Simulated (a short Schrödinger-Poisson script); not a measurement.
**MOS inversion layer, HfO2 on p-type In0.53Ga0.47As**

Stack: MOS inversion layer, HfO2 on p-type In0.53Ga0.47As, at 400 K.

```csv
layer,material,thickness (nm),Na (cm⁻³)
1,HfO2,7.6,-
2,In0.53Ga0.47As,820,2.4e17
```

The device is made up for the run: typed textbook-type constants, with dimensions and the other settings drawn at random. HfO2: permittivity 22, conduction-band edge (eV) 2.01, gap (eV) 5.7, electron mass (mₑ) 0.2. In0.53Ga0.47As: permittivity 13.9, conduction-band edge (eV) 0, gap (eV) 0.74, Nv at 300 K (cm⁻³) 7.7e18.

Channel valleys (confinement mass, in-plane density-of-states mass, number): Γ 0.041, 0.041, 1. At the gate the conduction-band edge of layer 1 lies 2.34 eV − eVg above the Fermi level of the channel; the field vanishes at the back. Gaps are held at their typed values at every temperature. Mesh 0.03 nm at interfaces.

Solved with a short Schrödinger-Poisson script written for these runs: 1D Poisson equation in equilibrium, electrons quantum, Hartree plus LDA exchange-correlation (BenDaniel-Duke, 12 states a valley, the channel's in-plane mass for all, wave functions ending at the dielectric), parabolic valleys, classical holes, full ionisation, no traps, pinning or gate leakage.

| Vg (V) | electrons (cm⁻²) | C (μF/cm²) | Γ E0 (meV) | Γ E1 (meV) |
|---|---|---|---|---|
| 0.15 | 1.34e7 | 0.245 | 373.8 | 456.6 |
| 0.2 | 3.98e7 | 0.231 | 334.7 | 423.0 |
| 0.25 | 1.24e8 | 0.219 | 294.8 | 388.1 |
| 0.3 | 3.96e8 | 0.210 | 254.1 | 352.1 |
| 0.35 | 1.30e9 | 0.204 | 212.9 | 315.2 |
| 0.4 | 4.31e9 | 0.206 | 171.2 | 277.7 |
| 0.45 | 1.42e10 | 0.230 | 129.5 | 240.0 |
| 0.5 | 4.46e10 | 0.312 | 89.1 | 203.6 |
| 0.55 | 1.21e11 | 0.468 | 52.6 | 171.1 |
| 0.6 | 2.60e11 | 0.642 | 21.9 | 144.4 |
| 0.65 | 4.57e11 | 0.774 | -3.5 | 123.1 |
| 0.7 | 6.93e11 | 0.861 | -25.2 | 105.3 |
| 0.75 | 9.54e11 | 0.918 | -44.8 | 89.7 |
| 0.8 | 1.23e12 | 0.959 | -63.0 | 75.6 |
| 0.85 | 1.52e12 | 0.990 | -80.2 | 62.3 |
| 0.9 | 1.82e12 | 1.01 | -96.8 | 49.9 |
| 0.95 | 2.13e12 | 1.04 | -112.9 | 38.1 |
| 1 | 2.45e12 | 1.06 | -128.5 | 26.9 |
| 1.05 | 2.77e12 | 1.07 | -143.7 | 16.3 |
| 1.1 | 3.10e12 | 1.09 | -158.6 | 6.1 |
| 1.15 | 3.44e12 | 1.11 | -173.3 | -3.6 |

Subbands count from the Fermi level.

Above a few 1e12 electrons/cm² a light Γ valley is non-parabolic and upper valleys begin to fill, which the model leaves out.
